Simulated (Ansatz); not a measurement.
The reference is Rh2Ge (space group Pnma, No. 62; a = 5.4914 Å, b = 4.0106 Å, c = 7.5779 Å). Axes: x, y, z lie along a, b, c of the conventional cell.

The values are results of r2SCAN (Ansatz, a first-principles code, PAW, no SOC), earlier PAW set, not measurements.

Base values:

| Quantity | Value |
|---|---|
| Pressure | 0.0 GPa |

One thing is altered: a pure shear with ε_xy = ε_yx = -0.0220; the atoms relax in the strained cell.

Problem. Predict the new pressure and energy relative to the base.

Solution. The pressure (mean of the normal stresses, compression positive) goes from zero to 0.4 GPa; the energy increases by 8.9 meV/atom.

Without a gap, meshes like the base's 7×9×5 leave anisotropic stresses uncertain by several tenths of a GPa, and small strain energies with them. Whether these cells are dynamically stable was not tested. The final runs are not spin-polarised.
